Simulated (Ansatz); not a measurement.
**Response to strain in K2NaAsF6**

Start from K₂NaAsF₆ (space group Fm-3m, No. 225; a = 8.5011 Å; a cell from a computed database, its experimental status unchecked). Axes: x, y, z lie along the cube axes.

Strains are applied to the cell and any free atomic positions relax; under biaxial strain the out-of-plane vector relaxes too.

All numbers come from Ansatz (a program for electronic structure), r2SCAN, PAW, cutoff 500 eV, no SOC.

Notes on the quantities. pressure: mean of the normal stresses, compression positive.

```csv
variant,smallest direct gap,pressure,band gap,shortest interatomic distance,space group
base,5.05 eV,0.00 GPa,4.96 eV,2.044 Å,Fm-3m (No. 225)
"biaxial strain −4.18 %, plane normal [001], relaxed out of plane",4.94 eV,3.83 GPa,4.81 eV,1.993 Å,I4/mmm (No. 139)
"biaxial strain +0.73 %, plane normal [111], relaxed out of plane",5.00 eV,-0.34 GPa,4.92 eV,2.046 Å,R-3m (No. 166)
"biaxial strain +1.28 %, plane normal [111], relaxed out of plane",4.97 eV,-0.60 GPa,4.89 eV,2.048 Å,R-3m (No. 166)
isotropic strain −5.24 %,5.16 eV,11.49 GPa,5.08 eV,1.989 Å,Fm-3m (No. 225)
uniaxial strain ε_xx = +1.61 %,5.03 eV,-0.68 GPa,4.94 eV,2.042 Å,I4/mmm (No. 139)
tensor shear ε_xz = +2.54 %,4.97 eV,0.04 GPa,4.89 eV,2.044 Å,Immm (No. 71)
tensor shear ε_xz = +2.16 %,4.98 eV,0.03 GPa,4.91 eV,2.044 Å,Immm (No. 71)
tensor shear ε_yz = +0.93 %,5.02 eV,0.00 GPa,4.93 eV,2.044 Å,Immm (No. 71)
```

Stability against distortions was not tested.
